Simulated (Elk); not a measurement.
Band structure of FeO (Fm-3m, 4 atoms in the cell).

```xyz
4
Lattice="4.4370 2.2185 2.2185 2.2185 4.4370 2.2185 2.2185 2.2185 4.4370" Properties=species:S:1:pos:R:3 pbc="T T T"
Fe     0.0000     0.0000     0.0000
Fe     4.4370     4.4370     4.4370
O      2.2185     2.2185     2.2185
O      6.6554     6.6554     6.6554
```
Moments meant for the start (each program seeds them in its own way; μB, in the order of the atoms Fe Fe O O): 4.0 -4.0 0.0 0.0.

Computed with PBE, all-electron FP-LAPW, Elk's shipped species files, APW+lo basis with extra local orbitals (Elk).

Settings: xctype = 20; spinpol = true; rgkmax = 8; swidth = 0.000367493 Ha; ngridk = 7 7 7; reducebf = 0.8; gmaxvr = 16 1/bohr; nxlo = 2; lorbcnd = true; rmtscf = 0.93; lmaxi = 2; maxscl = 100; bfcmt = [[0.0, 0.0, -4.0], [0.0, 0.0, 4.0], [0.0, 0.0, 0.0], [0.0, 0.0, 0.0]].

The starting cell has typed, rounded lattice constants, without a prior relaxation at this level. Its lattice was rescaled by a random factor within 2.5 % of one. The magnetic order is the one reached from the typed start; others were not searched systematically. Values depend on the basis (sphere radii, cutoffs, local orbitals), which need not be converged.

Levels in eV from the Fermi level, bands 20 to 27 of the first spin channel:
| point | 20 | 21 | 22 | 23 | 24 | 25 | 26 | 27 |
|---|---|---|---|---|---|---|---|---|
| B | -1.75 | -1.55 | 0.16 | 0.27 | 0.49 | 1.55 | 1.61 | 6.75 |
| Z | -1.26 | -1.25 | -0.20 | -0.19 | 0.02 | 1.46 | 1.47 | 2.53 |
| Γ | -2.08 | -2.08 | -0.13 | -0.13 | 0.03 | 0.27 | 1.77 | 1.77 |
| X | -1.76 | -1.57 | 0.18 | 0.28 | 0.46 | 1.57 | 1.60 | 6.97 |

Bands cross the Fermi level along this path, so the cell is metallic at this level.

The net moment of the cell came out as 0.00 μB.
